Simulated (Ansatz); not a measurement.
The reference is SnSe in the GeS type structure (space group Pnma, No. 62; a = 11.492 Å, b = 4.169 Å, c = 4.385 Å; layered, stacked along the Cartesian x axis). Axes: x, y, z lie along a, b, c of the conventional cell.

Level of theory: Kohn–Sham DFT with the PBE-D3(BJ) functional, run in Ansatz (an electronic-structure program) with PAW and 420 eV plane waves, no SOC, earlier PAW set.

Before the change:

The shortest interatomic distance comes out as 2.766 Å.

Modification: biaxial strain −0.25 %, plane normal [001], relaxed out of plane (Cartesian); in-plane vectors clamped, the third vector and the atoms free.

Question: Predict the new out-of-plane strain, in-plane stress and shortest interatomic distance.

Answer: The out-of-plane strain amounts to +0.26 %; the mean in-plane stress (compression positive) is +0.1 GPa; the shortest interatomic distance remains 2.766 Å.

No phonon test of stability was made. The program warned that a D3 coordination switch lies within reach, so dispersion energies are less smooth here.
